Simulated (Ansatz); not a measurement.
Start from TiC in the rock salt structure (space group Fm-3m, No. 225; a = 4.328 Å; relaxed with 0.1 eV smearing).

Calculations: r2SCAN/PAW in Ansatz (a program for electronic structure), no SOC.

Before the change:

```
Item       Result
--------  -------
Pressure  0.0 GPa
Band gap     zero
```

Now apply this change: every lattice vector is shortened by 1.50 %, atoms relaxed at fixed cell.

Task: Predict the new pressure.

Result: The pressure goes from zero to 13.0 GPa.

Task: What happens to the energy relative to the base?

Result: The energy goes up by 18 meV/atom.

Task: How does this affect the band gap?

Result: The band gap remains zero.

The cells carry an imposed strain or load. No phonon test of stability was made. All final runs are without spin polarisation.
